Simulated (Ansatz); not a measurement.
For In2Se3 (P6₁, No. 169, 30 atoms in the cell; start mp-612740), LDA (Ansatz, an electronic-structure program, plane waves, PAW) gives:

```
Item                      Result
------------------  ------------
lattice constant a       7.042 Å
c axis length           19.094 Å
cohesive energy     3.83 eV/atom
band gap                 0.87 eV
```

Task: What does r²SCAN in Ansatz (PAW) give for the same quantities?

Result: 
- lattice constant a: 7.265 Å (increases by 3.2 %)
- lattice parameter c: 19.617 Å (grows by 2.7 %)
- cohesive energy: 3.17 eV/atom (falls by 0.66 eV/atom)
- band gap: 1.56 eV (grows by 0.69 eV)

Changes are worked out from the printed values.

Unless a cell is named, each level is at its own relaxed cell.

Levels without +SOC leave out spin–orbit coupling, which shifts energies and cells of such heavy elements.

Spin–orbit coupling is included only where a level's name says +SOC; with heavier elements it mostly lowers gaps and can invert bands. Density-functional gaps are differences of (generalised) Kohn–Sham levels.

Caveats: the relaxation could not lower the start's symmetry, so the cell can be a saddle point above a distorted one (LDA, r²SCAN). Ansatz's density-functional and Hartree–Fock values are scalar-relativistic unless marked +SOC, with PAW data made under PBE.

A start named mp-… is a Materials Project structure, which need not be a measured phase.
